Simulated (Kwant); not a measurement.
Model system: circular cavity between two wires in a Si two-dimensional gas. Effective mass 0.19 mₑ, grid spacing 5 nm, hard walls, nominal width 60 nm (11 grid rows, so walls 60 nm apart), one parabolic valley, scattering region 540 nm long along x; energies count from the band bottom; Fermi energy swept from 0.0004398 to 0.006597 eV. Cavity of radius 120 nm, straight part 0 nm, centre moved sideways by 0 nm.

Constants are typed, rounded textbook-type inputs, not results; the design itself was drawn at random and stands for no fabricated device.

Model: effective-mass tight-binding model on a square grid, one spin, coherent transport at 0 K (Kwant). Conductance is in e²/h.

Problem. How many channels do the leads carry at E = 3.23, 3.49, 3.96 meV?

Solution. The hard-wall thresholds are n² ħ²π²/(2mW²) = n² × 0.550 meV with W = 60 nm. √(3.23/0.550) = 2.43, so 2. √(3.49/0.550) = 2.52, so 2. √(3.96/0.550) = 2.68, so 2.
